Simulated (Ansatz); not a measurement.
An Ansatz (a quantum-chemistry and plane-wave program) input (Ansatz LDA, no SOC):

Ansatz 0.2 input:
```yaml
crystal:
  lattice:
    - [3.0958961717, 0, 0]
    - [1.5479480858, 2.6811247322, 0]
    - [1.5479480858, -0.8937082441, 2.625011279]
  atoms:
    - { symbol: B, position: [0, 0, 0] }
    - { symbol: P, position: [0.5, 0.25, 0.75] }
basis: { ecutwfc: 420, ecutrho_ratio: 4, xc_grid: 2, fft_grid_basis: typed }
kpoints: { mp_grid: { grid: [13, 13, 13] } }
hamiltonian:
  xc: lda
  dispersion: none
  pseudopotentials: { kind: paw }
scf: { occupations: { method: fermi_dirac, width: 0.05 } }
relax: { f_tol: 0.005, max_steps: 50, cell: { stress_tol: 0.01, fix: [a, b, gamma] } }
output: { forces: true, stress: true }
checkpoint: { write: state.ck, write_every: 1000 }
```

Question: Which symmetry and how many k-points will the program report, and about how many plane waves at Γ?

Answer: Space group R3m (ITA 160) with 6 operations, k-points 231 of 2197, and 423 plane waves at Γ.

Question: And the final pressure?

Answer: 8.68 GPa (compression positive).

The cells carry an imposed strain or load. Stability against distortions was not tested. The cell was made from BP in the zinc blende structure (space group F-43m, No. 216) by this change: biaxial strain −2.50 %, plane normal [111], relaxed out of plane.
